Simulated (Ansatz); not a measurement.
The reference is TiO2 in the rutile structure (space group P4_2/mnm, No. 136; a = 4.643 Å, c = 2.964 Å). Axes: x, y, z lie along a, b, c of the conventional cell.

Computed with PBE in Ansatz (plane waves to 420 eV, PAW, no spin-orbit coupling).

Modification: uniaxial strain ε_zz = −1.80 %, all other strain components held at zero, atoms relaxed at fixed cell.

**Question.** Predict the stress tensor and what it implies for the stiffness.

**Answer.** Stress of the strained cell less that of the base (GPa, compression positive):
```
   2.76    0.00    0.00
   0.00    2.76    0.00
   0.00    0.00    9.01
```

Then −Δσ_ii/ε with ε = -0.0180 gives secant stiffness values (nonlinear terms included at this strain): C33 ≈ 500 GPa, C13 ≈ 153 GPa and C23 ≈ 153 GPa.

As a check, the harmonic strain energy −½ V₀ Δσ:ε is 5.4 meV/atom; the computed energy rise is 5.3 meV/atom.

No phonon test of stability was made. The final runs are not spin-polarised.

Ansatz is an electronic-structure program.
